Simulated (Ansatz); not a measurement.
**A computed series for SrTiO3: carrier doping**

Consider SrTiO3 in the cubic perovskite structure (space group Pm-3m, No. 221; a = 3.936 Å).

Carriers are added at fixed cell with a uniform background; the Fermi–Dirac width is that of 300 K.

Calculations: PBE (Ansatz, a first-principles code; PAW; 420 eV plane waves; spin-orbit coupling left out), earlier PAW set.

Notes on the quantities. Fermi level from band edge: Fermi level relative to the doped band's edge (positive inside the band; to 0.05 eV).

```tsv
case	gap between the host's bands	Fermi level from band edge
undoped	1.85 eV	–
electrons 2.0×10^21 cm⁻³	2.01 eV	[?]
electrons 3.0×10^21 cm⁻³	[?]	+0.30 eV
electrons 5.0×10^21 cm⁻³	2.25 eV	+0.40 eV
electrons 7.0×10^21 cm⁻³	2.41 eV	+0.55 eV
holes 2.0×10^21 cm⁻³	[?]	+0.10 eV
holes 3.0×10^21 cm⁻³	1.93 eV	+0.10 eV
holes 5.0×10^21 cm⁻³	1.98 eV	+0.15 eV
holes 7.0×10^21 cm⁻³	2.04 eV	+0.25 eV
```

Question: What belongs in the blanks?

Answer: 
- electrons 2.0×10^21 cm⁻³, Fermi level from band edge: +0.20 eV
- electrons 3.0×10^21 cm⁻³, gap between the host's bands: 2.09 eV
- holes 2.0×10^21 cm⁻³, gap between the host's bands: 1.90 eV

Carriers are added with a uniform compensating background; total energy and stress of such cells depend on the potential's zero and are not compared; many-body gap narrowing is missing at this level. Whether these cells are dynamically stable was not tested. All final runs are without spin polarisation. Many cubic perovskites are stable only at high temperature; tilts and polar distortions were not tested.
